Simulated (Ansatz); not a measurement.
Base system: SnTe in the rock salt structure (space group Fm-3m, No. 225; a = 6.3712 Å). Axes: x, y, z lie along the cube axes.

Level of theory: Kohn–Sham DFT with the r2SCAN functional, run in Ansatz (a first-principles code) with PAW and 500 eV plane waves, no spin-orbit coupling, earlier PAW set.

Strains are applied to the cell and any free atomic positions relax.

One change was made to it. Results:

| quantity | base | after |
|---|---|---|
| band gap | 0.13 eV | 0.22 eV |
| energy relative to the base (free energy F) | 0 meV/atom | +4.3 meV/atom |

Task: Which change produced these results?
(A) uniaxial strain ε_yy = +3.70 %
(B) isotropic strain +1.05 %
(C) tensor shear ε_yz = −0.71 %
(D) isotropic strain +0.17 %

Result: B, isotropic strain +1.05 %. For comparison, the band gap in the other runs: uniaxial strain ε_yy = +3.70 % gives 0.14 eV; tensor shear ε_yz = −0.71 % gives zero; isotropic strain +0.17 % gives 0.15 eV.

With Te present, leaving out spin-orbit coupling can change the band edges. No phonon test of stability was made. The final runs are not spin-polarised. Gaps under 0.05 eV, about the width of the smearing, are given as zero. The zero or small gap of SnTe can change with the level of theory.
